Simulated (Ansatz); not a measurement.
The starting structures come from a database of crystals and need not be the phases stable at ambient conditions.

Data:

```
InP
1.0
    6.83999     0.00000     0.00000
    0.00000     7.21938     0.00000
    0.00000     3.60969     2.08405
In P
2 2
Direct
  0.49980   0.33333   0.00000
  0.99980   0.66667   0.00000
  0.12520   0.33333   0.00000
  0.62520   0.66667   0.00000
```

The cell is taken as given.

Transport runs along the normal of the first two printed cell vectors, the (110) plane of the conventional cell.

The gap is the functional's own, uncorrected, and κ follows it; spin-orbit coupling is left out. Mid-gap means the computed energy nearest the middle.

Q: State the band gap and the smallest decay constant κ at mid-gap according to r2SCAN (Ansatz, a quantum-chemistry and plane-wave program).

A: Gap 1.11 eV on a 6×14×14 mesh; κ = 0.075 1/Å, at the zone centre.
